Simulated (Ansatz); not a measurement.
Consider the energy of the reaction as written. Reaction: 1/2 cell B + La (P6₃/mmc) → cell A. A negative value means that the right-hand side lies lower.

Cell A: a stack of composition La2Al7 built on Al (fcc, Fm-3m) (111), with 7 atoms on that crystal's sites, 9 atoms, hexagonal cell of 2.86 Å (7.1 Å²), symmetry P-3m1, 19.6 Å thick under 16 Å of vacuum, in-plane vectors held at the crystal's, which may strain the added film; planes from bottom to top: La | Al × 7 | La; spin state with PBE: run without spin, k-point mesh 18×18×1.
```
CELL_PARAMETERS angstrom
      2.85750     0.00000     0.00000
      1.42875     2.47466     0.00000
      0.00000     0.00000    35.42375
ATOMIC_POSITIONS crystal
  Al 0.00000 0.00000 0.30301
  Al 0.33333 0.33333 0.36880
  Al 0.66667 0.66667 0.43404
  Al 0.00000 0.00000 0.50000
  Al 0.33333 0.33333 0.56596
  Al 0.66667 0.66667 0.63120
  Al 0.00000 0.00000 0.69699
  La 0.33333 0.33333 0.77646
  La 0.66667 0.66667 0.22354
```

Cell B: a slab of composition La2Al14 built on Al (fcc, Fm-3m) (111), with 14 atoms on that crystal's sites, 16 atoms, oblique cell of 5.71 × 2.86 Å (14.1 Å²), symmetry P2/m, 19.1 Å thick under 16 Å of vacuum, in-plane vectors held at the crystal's; planes from bottom to top: La | Al × 2 | Al2 × 5 | Al × 2 | La; foreign atoms: two times La bound to 2 Al at 3.08 Å; spin state with PBE: run without spin, k-point mesh 9×18×1.
```
Al7La
1.0
    5.71499     0.00000     0.00000
    1.42875     2.47466     0.00000
    0.00000     0.00000    35.42375
Al La
14 2
Direct
  0.05499   0.94501   0.30744
  0.17380   0.32620   0.37127
  0.83373   0.66627   0.43333
  0.00000   0.00000   0.50000
  0.16627   0.33373   0.56667
  0.82620   0.67380   0.62873
  0.94501   0.05499   0.69256
  0.56101   0.93899   0.29392
  0.66201   0.33799   0.36517
  0.33892   0.66108   0.43476
  0.50000   0.00000   0.50000
  0.66108   0.33892   0.56524
  0.33799   0.66201   0.63483
  0.43899   0.06101   0.70608
  0.92523   0.57477   0.76945
  0.07477   0.42523   0.23055
```

Reference: La (P6₃/mmc), 4 atoms in the cell, k-point mesh 18×18×6 on the run's own vectors. Conventional cell: a = 3.769 Å, b = 3.769 Å, c = 12.113 Å, α = 90.00°, β = 90.00°, γ = 120.00°.

Computed with Ansatz (plane waves, PAW), its default PAW set, cutoff 420 eV, 500 eV for r2SCAN. The structures are at rest with PBE, within the held lattices; other levels are single points on them. Neutral cells; Fermi-Dirac smearing of at most 0.10 eV in the solids, energies taken to zero width. The lattices are those relaxed with PBE or held as stated, so at other levels the solids can be strained, which adds to the spread. A dispersion term (D3(BJ), or D4 for r2SCAN) was computed beside these levels and is taken off wherever the name lacks it. Static lattices, no vibrational contributions. The structures are the rest points that the relaxations reached, not proven lowest. The runs are scalar-relativistic, without spin-orbit coupling. No correction for cell size. Cell A has symmetry P-3m1 and got no random move, so less symmetric positions, which may lie lower, weren't tried. Cell B has symmetry P2/m and got no random move, so less symmetric positions, which may lie lower, weren't tried.

Question: What value does r2SCAN give?

Answer: 1.70 eV, for 1/2 cell B + La (P6₃/mmc) → cell A.

Question: What do the other levels give, and how wide is the spread?

Answer: 
| Method | value (eV) | less r2SCAN |
|---|---|---|
| PBE | 1.79 | 0.09 |

The levels span 0.09 eV, from r2SCAN (1.70) to PBE (1.79).

Ansatz is a first-principles code.
